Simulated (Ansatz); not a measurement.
# PBE against PBEsol: Nb3Sn

Start from Nb₃Sn in the A15 (Cr3Si type) structure (space group Pm-3n, No. 223; a = 5.3193 Å).

(Cell as relaxed with PBE.)

Levels (all Ansatz, an electronic-structure program, PAW): PBE (420 eV, without spin-orbit coupling); PBEsol (420 eV, without spin-orbit coupling).

Each level relaxes its own structure.

| quantity | PBE | PBEsol |
|---|---|---|
| volume per atom | 18.81 Å³ | ? |
| lattice parameter a | 10.052 bohr | ? |
| band gap | zero | ? |

What does PBEsol give?


- volume per atom, PBEsol: 18.18 Å³
- lattice parameter a, PBEsol: 9.937 bohr
- band gap, PBEsol: zero

PBE's volume per atom lies 0.637 Å³ above PBEsol's (3.5 %); PBE's lattice parameter a lies 0.115 bohr above PBEsol's (1.2 %); the two agree on the band gap. Neither level is exact; PBEsol is the comparison here, not a measurement.

Stability against distortions was not tested. All final runs are without spin polarisation.
